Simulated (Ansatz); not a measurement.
Ansatz (a quantum-chemistry and plane-wave program) run on NaI (I4mm, 2 atoms in the cell): relaxation of the atoms.

Level of theory: LDA (PW92), default PAW files made with PBE (plane waves; Ansatz).

The change in words: one atom moved by 0.15 angstrom; relax: default → atoms; relax.f_tol: default → 0.001 eV/Å. Reference geometry:
```
NaI
1.0
    0.00000     3.24471     3.24471
    3.24471     0.00000     3.24471
    3.24471     3.24471     0.00000
Na I
1 1
Direct
  0.00000   0.00000   0.00000
  0.50000   0.50000   0.50000
```

Reference input (self-consistent single point, DFT, LDA (PW92), plane waves, default PAW files made with PBE): basis.ecutwfc = 420 eV; kpoints.mp_grid.grid = 7 7 7; hamiltonian.xc = lda; hamiltonian.pseudopotentials = {kind: paw} (the program's default PAW files); scf.occupations.method = fermi_dirac; scf.occupations.width = 0.01 eV. This run's input differs from it in these lines:

```diff
@@ -7,3 +7,3 @@
   atoms:
-    - { symbol: Na, position: [0.000000, 0.000000, 0.000000] }
+    - { symbol: Na, position: [0.023115, 0.023115, -0.023115] }
     - { symbol: I, position: [0.500000, 0.500000, 0.500000] }
@@ -18,2 +18,4 @@
   occupations: { method: fermi_dirac, width: 0.01 }
+relax:
+  f_tol: 0.001
 output:
```

Output (repeated stretches shortened):

```
   [... SCF lines of the steps left out ...]
relax step   1: F+E_penalty+E_count = -8824.96133229 eV  Δ(F+E_penalty+E_count) = +0.000e0 eV  max|allowed force component| = 1.080e-1 eV/Å  Δτ_max = 0.0000 Å  (6 SCF iters, dr2 threshold 1.00e-7 eV, accepted)
relax step   2: F+E_penalty+E_count = -8824.96462267 eV  Δ(F+E_penalty+E_count) = -3.290e-3 eV  max|allowed force component| = 7.924e-2 eV/Å  Δτ_max = 0.0176 Å  (4 SCF iters, dr2 threshold 7.29e-7 eV, accepted)
relax step   3: F+E_penalty+E_count = -8824.96899007 eV  Δ(F+E_penalty+E_count) = -4.367e-3 eV  max|allowed force component| = 6.493e-3 eV/Å  Δτ_max = 0.0524 Å  (5 SCF iters, dr2 threshold 3.92e-7 eV, accepted)
relax step   4: F+E_penalty+E_count = -8824.96902249 eV  Δ(F+E_penalty+E_count) = -3.242e-5 eV  max|allowed force component| = 4.164e-4 eV/Å  Δτ_max = 0.0047 Å  (5 SCF iters, dr2 threshold 2.63e-9 eV, accepted)
relax step   5: F+E_penalty+E_count = -8824.96902249 eV  Δ(F+E_penalty+E_count) = -2.328e-10 eV  max|allowed force component| = 4.337e-4 eV/Å  Δτ_max = 0.0000 Å  (2 SCF iters, accepted)
the relaxation is at rest under the 8 symmetry operations that the run kept from its start: a minimum is not shown …
Stability not checked: this state was not tested for a lower state beside it, because too few of the mixer's solves of this state at the end of the SCF gave a …
Free energy (F): -8824.969022 eV
Internal energy: -8824.969022 eV  (E = F + TS)
E sigma→0 (E₀):  -8824.969022 eV
Fermi energy:    4.366651 eV
--- Forces (eV/Å), atoms counted from 1 ---
  atom   1  Na    -0.00000000     0.00000000    -0.00043013
  atom   2  I     -0.00000000     0.00000000     0.00043735
   [... lines left out ...]
--- Relaxed structure (5 steps of the walk, 5 accepted, 0 SCFs on fresh bases) ---
  F+E_penalty+E_count = -8824.96902249 eV   max|allowed force component| = 4.337e-4 eV/Å
  atoms:
    - { symbol: Na, position: [0.01160870453912034, 0.01160870453912034, -0.01160870453912034] }
    - { symbol: I, position: [0.5115062954608797, 0.5115062954608797, 0.48849370453912033] }
```

The run converged. 

Summary of the result:
- Free energy E − TS (on the zero of these files): -8824.9690 eV
- Top of the valence band (on the code's own zero): 2.70 eV
- Gap on the k-point mesh: 3.31 eV
- Pressure: -1.73 GPa
- Relaxation steps: 5

The starting cell has typed, rounded lattice constants, without a prior relaxation at this level. Its lattice was rescaled by up to half a per cent. For this run, on top of that: one atom moved by 0.15 angstrom. Spin-orbit coupling is off. The relaxation keeps the symmetry of its start, so its end need not be a minimum. Ansatz's pressure includes its estimate of the finite-basis (Pulay) stress.

Keys are those of Ansatz 0.2.
